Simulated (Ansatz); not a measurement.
# What isotropic strain −3.00 % does to Ta

Base system: Ta in the bcc (W type) structure (space group Im-3m, No. 229; a = 3.254 Å; relaxed with 0.1 eV smearing).

It is then changed as follows: an isotropic linear strain of −3.00 %, atoms relaxed at fixed cell.

The values are results of Kohn–Sham DFT with the LDA functional, run in Ansatz (a program for electronic structure) with PAW and 420 eV plane waves, without spin-orbit coupling, not measurements. Γ-centred 28×28×28 mesh, Fermi–Dirac width 0.1 eV.

```json
[
 {"quantity": "volume per atom", "base": "17.23 Å³", "changed": "15.72 Å³", "shift": "-1.505 Å³"},
 {"quantity": "space group", "base": "Im-3m (No. 229)", "changed": "Im-3m (No. 229)", "shift": "–"},
 {"quantity": "energy relative to the base (free energy F)", "base": "0 meV/atom", "changed": "+103 meV/atom", "shift": "+103 meV/atom"},
 {"quantity": "band gap", "base": "zero", "changed": "zero", "shift": "–"}
]
```

Whether these cells are dynamically stable was not tested. All final runs are without spin polarisation.
